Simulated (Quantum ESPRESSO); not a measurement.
## Convergence series on Sr₂RuN₂ (Immm, 5 atoms in the cell)

```xyz
5
Lattice="1.9626 1.9718 6.3503 -1.9626 1.9718 6.3503 -1.9626 -1.9718 6.3503" Properties=species:S:1:pos:R:3 pbc="T T T"
Sr     0.0000     0.0000     1.8067
Sr     0.0000     0.0000    10.8939
Ru     0.0000     0.0000     6.3503
N      0.0000     0.0000     8.1855
N      0.0000     0.0000     4.5151
```

Computed with PBEsol, GBRV 1.5 ultrasoft (PBESOL) pseudopotentials (plane waves; Quantum ESPRESSO 7.5).

The starting cell comes from a database of computed structures (which also holds hypothetical and non-ambient phases and stackings), without a prior relaxation at this level. Spin polarisation is off. In the base run, with a pressure of about -5 GPa the cell is away from its equilibrium volume at this level.

Held fixed: occupations = smearing; smearing = fd; degauss = 0.0073499 Ry; potentials = {Sr: sr_pbesol_v1.uspp.F.UPF, Ru: ru_pbesol_v1.2.uspp.F.UPF, N: n_pbesol_v1.2.uspp.F.UPF}; K_POINTS = automatic 7 7 7 0 0 0; conv_thr = 1e-10 Ry. Moved along with it: ecutrho.

ΔF is the free energy per atom less that of the last row (52 Ry).

```json
[
 {"ecutwfc": "16 Ry", "ΔF (meV/atom)": "7439.2", "pressure (GPa)": "-193.63", "largest force (eV/Å)": "1.298", "plane waves": "731", "iterations": "13"},
 {"ecutwfc": "20 Ry", "ΔF (meV/atom)": "2176.1", "pressure (GPa)": "-80.54", "largest force (eV/Å)": "1.183", "plane waves": "1019", "iterations": "12"},
 {"ecutwfc": "24 Ry", "ΔF (meV/atom)": "586.5", "pressure (GPa)": "-31.13", "largest force (eV/Å)": "0.787", "plane waves": "1332", "iterations": "12"},
 {"ecutwfc": "28 Ry", "ΔF (meV/atom)": "[?]", "pressure (GPa)": "-12.57", "largest force (eV/Å)": "0.552", "plane waves": "1686", "iterations": "12"},
 {"ecutwfc": "32 Ry", "ΔF (meV/atom)": "29.6", "pressure (GPa)": "-6.55", "largest force (eV/Å)": "0.520", "plane waves": "2052", "iterations": "12"},
 {"ecutwfc": "36 Ry", "ΔF (meV/atom)": "6.6", "pressure (GPa)": "-4.95", "largest force (eV/Å)": "0.542", "plane waves": "2438", "iterations": "12"},
 {"ecutwfc": "40 Ry", "ΔF (meV/atom)": "[?]", "pressure (GPa)": "-4.63", "largest force (eV/Å)": "0.551", "plane waves": "2868", "iterations": "13"},
 {"ecutwfc": "46 Ry", "ΔF (meV/atom)": "1.43", "pressure (GPa)": "-4.61", "largest force (eV/Å)": "0.557", "plane waves": "3518", "iterations": "13"},
 {"ecutwfc": "52 Ry", "ΔF (meV/atom)": "0.00", "pressure (GPa)": "-4.64", "largest force (eV/Å)": "0.562", "plane waves": "4230", "iterations": "13"}
]
```

Q: Fill in the missing entries.

A: 
- 28 Ry, ΔF (meV/atom): 141.2
- 40 Ry, ΔF (meV/atom): 2.8
